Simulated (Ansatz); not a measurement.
Start from TiSi2 (space group Cmcm, No. 63).

```
TiSi2
1.0
    1.75744    -6.67398     0.00000
    1.75744     6.67398     0.00000
    0.00000     0.00000     3.55712
Si Ti
4 2
Direct
  0.93996   0.06004   0.75000
  0.06004   0.93996   0.25000
  0.25043   0.74957   0.75000
  0.74957   0.25043   0.25000
  0.60248   0.39752   0.75000
  0.39752   0.60248   0.25000
```

Cartesian axes are those of the cell as printed.

Calculations: Kohn–Sham DFT with the PBEsol functional, run in Ansatz (a program for electronic structure) with PAW and 420 eV plane waves, without spin-orbit coupling.

Before the change:

The shortest interatomic distance is 2.394 Å and the pressure comes out as 0.0 GPa. The band gap is zero.

Modification: tensor shear ε_yz = −0.83 % (engineering shear γ = -0.0166); the atoms relax in the strained cell.

### Question
How does this affect the energy relative to the base?

### Answer
The energy increases by 1.6 meV/atom.

### Question
What does the calculation give for the shortest interatomic distance after the change?

### Answer
The shortest interatomic distance shrinks by 0.013 Å (2.394 Å → 2.381 Å).

### Question
Estimate the effect on the pressure.

### Answer
The pressure (mean of the normal stresses, compression positive) is nearly the same (0.0 GPa against 0.1 GPa).

### Question
How does this affect the band gap?

### Answer
The band gap stays zero.

Without a gap, meshes like the base's 14×14×13 leave anisotropic stresses uncertain by several tenths of a GPa, and small strain energies with them. Whether these cells are dynamically stable was not tested. All final runs are without spin polarisation.
